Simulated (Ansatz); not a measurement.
# What B vacancy, symmetric start does to TiB2

The reference is a 12-atom supercell of TiB2 (space group P6/mmm, No. 191; a = 3.032 Å, c = 3.224 Å) at its relaxed geometry.

One thing is altered: one B atom is removed, atoms relaxed at fixed cell.

All numbers come from PBE in Ansatz (plane waves to 420 eV, PAW, no spin-orbit coupling), earlier PAW set. Γ-centred 12×12×12 mesh, Fermi–Dirac width 0.05 eV.

```tsv
quantity	base	changed	shift
pressure	0.0 GPa	-1.0 GPa	-1.0 GPa
energy gained by relaxation	–	0.04 eV	–
largest displacement of a host atom from its site in the perfect cell	–	0.03 Å	–
mean distance from the defect site to its nearest host atoms	1.75 Å	1.77 Å	+0.02 Å
```

Final structure:

```xyz
11
Lattice="6.0637 0.0000 0.0000 -3.0318 5.2513 0.0000 3.0318 5.2513 3.2243" Properties=species:S:1:pos:R:3 pbc="T T T"
Ti     0.0000    -0.0304     0.0000
Ti    -1.5423     2.6409     0.0000
Ti     3.0318     0.0000     0.0000
Ti     1.5423     2.6409     0.0000
B      4.5504     4.3776     1.6121
B      0.0000     6.9986     1.6121
B      1.5132     4.3776     1.6121
B      4.5650     6.1165     1.6121
B      6.0637     3.5208     1.6121
B      1.4986     6.1165     1.6121
B      3.0318     3.5009     1.6121
```

The cell is small, so the values are those of an ordered compound at a high defect concentration; dilute-limit values will differ. The defect started on the symmetric site and kept its symmetry, so it may sit on a saddle. All final runs are without spin polarisation. The defect cell is not spin-polarised.

Ansatz is a first-principles code.
